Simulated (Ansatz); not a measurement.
# Short convergence ladders for Ca (Fm-3m, 1 atom in the cell)

```
Ca
1.0
    0.00000     2.79837     2.79837
    2.79837     0.00000     2.79837
    2.79837     2.79837     0.00000
Ca
1
Direct
  0.00000   0.00000   0.00000
```

Base method: PBEsol, default PAW files made with PBE (plane waves; Ansatz, a first-principles code).

Base settings: basis.ecutwfc = 30.9 Ry; kpoints.mp_grid.grid = 10 10 10; hamiltonian.xc = pbesol; hamiltonian.pseudopotentials = {kind: paw} (the program's default PAW files); scf.occupations.method = gaussian; scf.occupations.width = 0.0073 Ry.

The count of work is k-points × plane waves × bands × iterations; it is no time. 

**The k-point mesh at a smearing width of 0.02 eV**

In this ladder: scf.occupations.width = 0.0015 Ry.

Only quantities that move along the ladder and can be compared are tabulated.

```csv
kpoints.mp_grid.grid,free energy less the last step's (meV/atom),pressure (GPa),count of work / last
4 4 4,-64.33,-1.13,0.019
5 5 5,4.62,-1.49,0.024
6 6 6,29.44,-1.43,0.039
8 8 8,0.86,-1.28,0.070
9 9 9,2.36,-1.14,0.085
11 11 11,0.10,-1.24,0.14
14 14 14,-0.30,-1.20,0.25
20 20 20,0.15,-1.21,0.62
24 24 24,0.00,-1.21,1.0
```

Coarsest kpoints.mp_grid.grid that holds the free energy within 1 meV/atom of the last step, with all finer ones: 11 11 11, at 0.14 of the last step's count of work; the step before is off by 2.4 meV/atom.

Coarsest kpoints.mp_grid.grid that holds the pressure within 0.1 GPa of the last step, with all finer ones: 8 8 8, at 0.070 of the last step's count of work; the step before is off by 0.22 GPa.

**The width of Fermi-Dirac smearing**

In this ladder: kpoints.mp_grid.grid = 16 16 16; scf.occupations.method = fermi_dirac.

Narrow widths need finer meshes than wide ones, so the last steps can hold mesh noise.

Only quantities that move along the ladder and can be compared are tabulated; pressure and forces are left out, as mesh noise rules them at narrow widths.

```tsv
scf.occupations.width	free energy less the last step's (meV/atom)	energy extrapolated to zero width less the last step's (meV/atom)
0.0735 Ry	-1805.27	-186.34
0.0367 Ry	-491.43	-19.83
0.022 Ry	-177.17	-2.10
0.0147 Ry	-76.68	-1.54
0.0073 Ry	-15.74	-1.31
0.0037 Ry	0.00	0.00
```

Widest scf.occupations.width that holds the energy extrapolated to zero width within 1 meV/atom: not settled: the last two steps still differ by 1.3 meV/atom, over half the tolerance, so the ladder does not show it.

Widest scf.occupations.width that holds the free energy within 5 meV/atom: not settled: the last two steps still differ by 16 meV/atom, over half the tolerance, so the ladder does not show it.

The extrapolation to zero width removes most of the smearing's effect on the energy.

**The width of cold smearing**

In this ladder: kpoints.mp_grid.grid = 16 16 16; scf.occupations.method = cold.

Narrow widths need finer meshes than wide ones, so the last steps can hold mesh noise.

Only quantities that move along the ladder and can be compared are tabulated; pressure and forces are left out, as mesh noise rules them at narrow widths.

| scf.occupations.width | free energy less the last step's (meV/atom) |
|---|---|
| 0.0735 Ry | -64.96 |
| 0.0367 Ry | -12.17 |
| 0.022 Ry | -4.27 |
| 0.0147 Ry | -1.80 |
| 0.0073 Ry | -0.08 |
| 0.0037 Ry | 0.00 |

Widest scf.occupations.width that holds the free energy within 1 meV/atom of the last step, with all finer ones: 0.0073 Ry; the step before is off by 1.8 meV/atom.

On the base run: the starting cell has typed, rounded lattice constants, without a prior relaxation at this level. Its lattice was rescaled by up to half a per cent. Ansatz's pressure includes its estimate of the finite-basis (Pulay) stress.

Left out of this page: 4 runs of the series outside the window shown, repeating another row's setting, or not comparable.

Keys are those of Ansatz 0.2.
